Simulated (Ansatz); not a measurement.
# Response to strain in TiC

Consider TiC in the rock salt structure (space group Fm-3m, No. 225; a = 4.261 Å; relaxed with 0.1 eV smearing). Axes: x, y, z lie along the cube axes.

Strains are applied to the cell and any free atomic positions relax; under biaxial strain the out-of-plane vector relaxes too.

Calculations: LDA/PAW in Ansatz (a program for electronic structure), no spin-orbit coupling.

Notes on the quantities. energy relative to the base: free energy F.

```tsv
variant	ratio −ε⊥/ε∥	energy relative to the base	shortest interatomic distance
base	–	0 meV/atom	2.130 Å
biaxial strain −2.50 %, plane normal [111], relaxed out of plane	0.63	+23 meV/atom	2.107 Å
biaxial strain −1.67 %, plane normal [111], relaxed out of plane	0.63	+10 meV/atom	2.114 Å
biaxial strain −1.25 %, plane normal [111], relaxed out of plane	0.63	+5.6 meV/atom	2.118 Å
biaxial strain −0.83 %, plane normal [111], relaxed out of plane	0.63	+2.5 meV/atom	2.122 Å
biaxial strain −0.42 %, plane normal [111], relaxed out of plane	–	+0.6 meV/atom	2.126 Å
biaxial strain +0.42 %, plane normal [111], relaxed out of plane	–	+0.6 meV/atom	2.135 Å
biaxial strain +1.25 %, plane normal [111], relaxed out of plane	0.62	+5.3 meV/atom	2.143 Å
biaxial strain +1.67 %, plane normal [111], relaxed out of plane	0.63	+9.4 meV/atom	2.147 Å
biaxial strain +2.50 %, plane normal [111], relaxed out of plane	0.63	+21 meV/atom	2.155 Å
```

Stability against distortions was not tested. The final runs are not spin-polarised.
